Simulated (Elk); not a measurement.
Worked example: self-consistent single point of BAs (P1, 2 atoms in the cell) in Elk.

Method of the run: PBE, spin-orbit coupling in second variation, all-electron FP-LAPW, Elk's shipped species files, default APW+lo basis in Elk.

```
BAs
1.0
    0.00000     2.40963     2.40963
    2.40963     0.00000     2.40963
    2.40963     2.40963     0.00000
B As
1 1
Direct
  0.25612   0.24935   0.24682
  0.99388   0.00064   0.00318
```

Reference input (self-consistent single point, DFT, PBE, all-electron FP-LAPW, Elk's shipped species files, default APW+lo basis): xctype = 20; stype = 0; swidth = 0.0001 Ha; ngridk = 9 9 9; rmtscf = 0.86; maxscl = 100. This run's input differs from it in these lines:

```diff
@@ -6,4 +6,13 @@
 
+spinorb
+  .true.
+
 rmtscf
   0.86
+
+lmaxi
+  3
+
+nempty
+  10
```

The program printed (abridged):

```
│ Self-consistent loop started │
│ Loop number : 1 │
 total energy                :     -2286.79333496
 total moment                :   0.3587936298E-12  0.2308525376E-12  0.1192852063E-11
│ Loop number : 2 │
 total energy                :     -2286.84706103
 total moment                :  -0.6923499942E-12 -0.3771283581E-12  0.7085067574E-12
RMS change in Kohn-Sham potential (target) :    2.719352999     (  0.1000000000E-05)
Absolute change in total energy (target)   :   0.5372607103E-01 (  0.1000000000E-03)
│ Loop number : 3 │
 total energy                :     -2286.46676598
   [... lines left out ...]
 total energy                :     -2286.04069652
 total moment                :  -0.5821501060E-12  0.3671962214E-12  0.1867971395E-11
RMS change in Kohn-Sham potential (target) :   0.1689262454E-05 (  0.1000000000E-05)
Absolute change in total energy (target)   :   0.4837652750E-04 (  0.1000000000E-03)
│ Loop number : 14 │
 total energy                :     -2286.04069978
 total moment                :  -0.3990358574E-12  0.8665608544E-13  0.9939292924E-12
RMS change in Kohn-Sham potential (target) :   0.2592552733E-06 (  0.1000000000E-05)
Absolute change in total energy (target)   :   0.8831868854E-05 (  0.1000000000E-03)
Convergence targets achieved

│ Loop number : 15 │

Energies :
 Fermi                       :     0.292017502325
 xc effective B-field        :    -0.181959414222E-20
 external B-field            :      0.00000000000
 total energy                :     -2286.04069839
 (external B-field energy excluded from total)

Density of states at Fermi energy :   0.7671369619E-05
 (states/Hartree/unit cell)

Estimated indirect band gap :   0.3791845576E-01
 from k-point      1 to k-point     41
Estimated direct band gap   :   0.1034238288
 at k-point      1

Charges :
 core                        :    20.00000000
 valence                     :    18.00000000
 interstitial                :    4.011718687
 muffin-tins (core leakage)
  species :    1 (B)
   atom    1                 :    3.352018371     (  0.3826985843E-03)
  species :    2 (As)
   [... lines left out ...]
 muffin-tins
  species :    1 (B)
   atom    1                 :   0.7833652708E-11  0.1145515174E-11  0.1248236307E-09
  species :    2 (As)
   atom    1                 :  -0.3467716023E-11  0.3554514020E-11 -0.1127059762E-09
 total in muffin-tins        :   0.4365936685E-11  0.4700029195E-11  0.1211765449E-10
 total moment                :   0.1719992951E-12  0.4464338930E-12  0.1799186510E-11

│ Self-consistent loop stopped │
```

The run converged in 15 iterations. The count includes the last loop, which Elk runs after its targets are met. Against the reference run the gap on the mesh goes from 1.066 to 1.032 eV.

The starting cell comes from a database of computed structures (which also holds hypothetical and non-ambient phases and stackings), without a prior relaxation at this level. Its atoms were displaced at random from the sites of space group no. 216. Values depend on the basis (sphere radii, cutoffs, local orbitals), which need not be converged.

Cost on one core of a shared machine: roughly 4 min.
